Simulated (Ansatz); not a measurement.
The (20-21) surface of hcp Lu in its 1x1 cell, outermost plane spacing 0.24 Å in the ideal cut

Calculation: r2SCAN, at the PBE geometry (plane waves to 500 eV, PAW; Ansatz, a quantum-chemistry and plane-wave program).

Set-up: 16 atoms, 10.5 Å thick at the start (thin: gaps and levels are the slab's own); mesh 11x4x1; 0.1 eV smearing; dipole correction on; single point; on the structure that PBE left under its start's symmetry; no spin, no spin-orbit, no U.

```yaml
surface energy (mean of both faces): 1.22 J/m²
work_function_of_the_top_face: 3.40 eV
cost: roughly 40 core-minutes
```
